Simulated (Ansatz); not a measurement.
Output of an Ansatz run (abridged):

```
WARN ansatz: RAYON_NUM_THREADS=1 ignored (pool sized by the plan → 1); use --threads N
basis.fft_grid_basis auto: the FFT boxes are laid along the combinations [[1, 0, -1], [0, 1, -1], [0, 0, 1]] of the cell's own vectors, 2.636, 2.636 and 4.396 …
Pseudopotentials: kind: paw
Pseudopotential: Ni, paw, valence charge 18
Pseudopotential: Rh, paw, valence charge 17
Crystal: 2 atoms, lattice volume = 24.819 Å³
Basis set: ecut = 420 eV, 493 PW (Γ), FFT grids on a1−a3, a2−a3, a3
Bands: 22, of which v1, the nominal top of the filled ones, is band 18 counted from 1 (17 counted from 0)
Symmetry: 6 space group operations
Space group: R3m (ITA 160), of the structure as read, at distance tolerance 2.9e-5 Å
k-points: 288 of 2744 (time reversal used)
PAW frozen core: Ni, regenerated for the run's functional, and the local potential with it
PAW frozen core: Rh, regenerated for the run's functional, and the local potential with it
Initial density: superposition of atomic densities (neutral atoms: chi_scale 0, normalization atom), corrected by the library's trained network
Initial wavefunctions: pseudopotential atomic-orbital guess
Eigensolver: davidson
Functional: x = slater, c = lda
SCF iter   1: F=—  HF=-12051.831900 eV  |F-HF|=—  |Δ(HF+E_count)|=         —  Δρ=1.67e-2  dr2=4.18e-2  ethr=1.77e-3  ⟨swp⟩=4.9  Hψ=24215  notcnv=0
all-band conjugate gradients solve this SCF's bands
preconditioner: auto → none
SCF iter   2: F=—  HF=-12051.826376 eV  |F-HF|=—  |Δ(HF+E_count)|=   5.52e-3  Δρ=1.16e-2  dr2=5.58e-2  ethr=1.19e-4  ⟨swp⟩=2.6  Hψ=12778  notcnv=0  defer=18
SCF iter   3: F=—  HF=-12051.822179 eV  |F-HF|=—  |Δ(HF+E_count)|=   4.20e-3  Δρ=4.90e-3  dr2=7.17e-3  ethr=1.19e-4  ⟨swp⟩=1.0  Hψ=6295  notcnv=0  defer=18
SCF iter   4: F=—  HF=-12051.821672 eV  |F-HF|=—  |Δ(HF+E_count)|=   5.07e-4  Δρ=1.01e-3  dr2=5.84e-5  ethr=2.05e-5  ⟨swp⟩=1.0  Hψ=6295  notcnv=0  defer=18
SCF iter   5: F=—  HF=-12051.821676 eV  |F-HF|=—  |Δ(HF+E_count)|=   4.12e-6  Δρ=1.89e-4  dr2=1.02e-5  ethr=1.67e-7  ⟨swp⟩=2.0  Hψ=10747  notcnv=0  defer=18
SCF iter   6: F=—  HF=-12051.821674 eV  |F-HF|=—  |Δ(HF+E_count)|=   1.98e-6  Δρ=6.31e-5  dr2=1.63e-6  ethr=2.91e-8  ⟨swp⟩=2.0  Hψ=8999  notcnv=0  defer=18
SCF iter   7: F=-12051.821674 eV  HF=-12051.821674 eV  |F-HF|=1.32e-8  |Δ(HF+E_count)|=   4.11e-7  Δρ=1.84e-5  dr2=3.18e-8  ethr=2.86e-10  ⟨swp⟩=4.2  Hψ=27282  notcnv=0
SCF 1 converged in 7 iterations: F = -12051.821674 eV  dr2 = 3.18e-8
SCF converged after 7 iterations
Free energy (F): -12051.821674 eV
Harris-Foulkes:  -12051.821674 eV  (|F-HF|=1.32e-8)
Internal energy: -12051.802593 eV  (E = F + TS)
E sigma→0 (E₀):  -12051.812134 eV
Entropy (-TS):   -0.019081 eV (-9.540 meV/atom)
Fermi energy:    19.884279 eV
--- Per-component energies (eV) ---
  E_band       = -372.756137
  E_kinetic    = 856.465658
  E_local      = -5113.227631  (includes V_loc(G=0)·N_el)
  E_nonlocal   = 999.868347
  E_hartree    = 2036.172929
  E_xc         = -305.072972
  E_vxc        = -387.487208  (∫ρ·V_xc dr)
  E_paw        = -5027.525624  (= ΣΔE_a)
  E_vpaw       = -800.725170  (= ΣTr[D̂ρ^β])
  E_aug_tail   = 0.001213  (compensation charges beyond the density's cutoff)
  E_ewald      = -5499.541116
  E_core_change = 1.056603  (= ΣΔE_core)
  E_smearing   = -0.019081  (= −TS)
  E_closure    = -0.000000  (closes the sum)
  Σ components = -12051.821674   (vs F -12051.821674, Δ=0.00e0)
--- Forces (eV/Å), atoms counted from 1 ---
  atom   1  Ni     0.00000000     0.00000002    -0.45912643
  atom   2  Rh     0.00000000    -0.00000002     0.45885532
  max |Σ_I F_I| component: 2.71e-4 eV/Å
--- Stress (GPa, compression-positive) ---
      -12.886364       0.000000      -0.000000
        0.000000     -12.886364      -0.000000
       -0.000000      -0.000000     -10.600960
  P = ⅓ Tr σ = -12.1246 GPa (-121.246 kbar)
  The stress holds the Pulay correction. Without it, at fixed plane waves, as pw.x and ABINIT print it: P = -12.2198 GPa
--- Band table (eV; the first three rows and the last of 288) ---
  k-point 0: bands = ["-82.3424", "-58.7381", "-43.3229", "-43.0416", "-43.0416", "-26.6135", "-26.3462", "-26.3462", "11.4765", "14.2606", "16.8093", "16.8093", "17.7185", "17.7185", "17.8875", "19.0356", "19.0356", "20.2822", "20.2822", "20.6234", [...]
  k-point 1: bands = ["-82.3418", "-58.7334", "-43.3223", "-43.0461", "-43.0427", "-26.6089", "-26.3813", "-26.3545", "11.6567", "14.4004", "16.7081", "16.9358", "17.6044", "17.7607", "17.9272", "18.9646", "19.0579", "19.3306", "20.2315", "21.7624", [...]
  k-point 2: bands = ["-82.3404", "-58.7199", "-43.3205", "-43.0587", "-43.0459", "-26.5960", "-26.4792", "-26.3777", "12.1745", "14.7773", "16.4645", "17.2417", "17.2820", "17.8908", "18.0293", "18.4674", "18.8687", "19.1345", "20.0904", "23.1156", [...]
  k-point 287: bands = ["-82.3423", "-58.7385", "-43.3208", "-43.0416", "-43.0416", "-26.6216", "-26.3465", "-26.3465", "13.3879", "13.8466", "16.7501", "17.0996", "17.0996", "17.7501", "18.2612", "18.2612", "18.8491", "18.8491", "19.3712", [...]
```

The structure:

```xyz
2
Lattice="1.3181 0.7610 4.1240 -1.3181 0.7610 4.1240 0.0000 -1.5220 4.1240" Properties=species:S:1:pos:R:3 pbc="T T T"
Ni     0.0000     0.0000     0.0500
Rh     0.0000     0.0000     6.1861
```

**Question.** What input produced this log?

**Answer.** Other spellings and defaults could give the same log, and not every line can be read from it. The input that was run (DFT, LDA (PW92), plane waves, default PAW files made with PBE):

Ansatz 0.2 input:
```yaml
crystal:
  lattice:
    - [1.318072, 0.760989, 4.124042]
    - [-1.318072, 0.760989, 4.124042]
    - [0.000000, -1.521979, 4.124042]
  atoms:
    - { symbol: Ni, position: [0.004041, 0.004041, 0.004041] }
    - { symbol: Rh, position: [0.500000, 0.500000, 0.500000] }
basis:
  ecutwfc: 420.0
kpoints:
  mp_grid: { grid: [14, 14, 14] }
hamiltonian:
  xc: lda
  pseudopotentials: { kind: paw }
scf:
  occupations: { method: gaussian, width: 0.1 }
output:
  forces: true
  eigenvalues: true
  stress: true
```

The starting cell comes from a database of computed structures (which also holds hypothetical and non-ambient phases and stackings), without a prior relaxation at this level. Its lattice was rescaled by up to half a per cent. One atom was moved a little off its site on purpose. Spin polarisation is off. With a pressure of about -12 GPa the cell is away from its equilibrium volume at this level. Ansatz's pressure includes its estimate of the finite-basis (Pulay) stress.

Ansatz is an electronic-structure program.
